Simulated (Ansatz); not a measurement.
Start from Rh in the fcc (Cu type) structure (space group Fm-3m, No. 225; a = 3.802 Å; relaxed with 0.1 eV smearing). Axes: x, y, z lie along the cube axes.

Structures relaxed with r2SCAN (Ansatz, a program for electronic structure, PAW, without spin-orbit coupling).

Base:

Simulated powder pattern, Cu Kα1, λ = 1.54056 Å (kinematic, ideal powder, no thermal factors, no anomalous dispersion; the 8 strongest lines at most, above 2 %, up to 2θ = 90°):

| 2θ (°) | I/Imax (%) | hkl |
|---|---|---|
| 41.09 | 100 | (111) |
| 47.81 | 48 | (200) |
| 69.93 | 29 | (220) |
| 84.45 | 35 | (311) |
| 89.16 | 11 | (222) |

After one change:

Simulated powder pattern, Cu Kα1, λ = 1.54056 Å (kinematic, ideal powder, no thermal factors, no anomalous dispersion; the 8 strongest lines at most, above 2 %, up to 2θ = 90°):

```json
[
 {"2θ (°)": "40.68", "I/Imax (%)": "100"},
 {"2θ (°)": "46.34", "I/Imax (%)": "17"},
 {"2θ (°)": "47.81", "I/Imax (%)": "31"},
 {"2θ (°)": "68.78", "I/Imax (%)": "20"},
 {"2θ (°)": "69.93", "I/Imax (%)": "9.4"},
 {"2θ (°)": "82.00", "I/Imax (%)": "12"},
 {"2θ (°)": "84.18", "I/Imax (%)": "23"},
 {"2θ (°)": "88.08", "I/Imax (%)": "10"}
]
```

Question: What was done to the base?
(A) uniaxial strain ε_zz = +2.50 %
(B) uniaxial strain ε_zz = +3.00 %
(C) uniaxial strain ε_zz = +1.50 %
(D) uniaxial strain ε_zz = +2.00 %

Answer: B, uniaxial strain ε_zz = +3.00 %. Its volume per atom is 14.15 Å³ against 13.73 Å³, and its space group is I4/mmm (No. 139).

No phonon test of stability was made. The final runs are not spin-polarised. Rh lies near a magnetic instability that expansion can trigger; it was not tested.
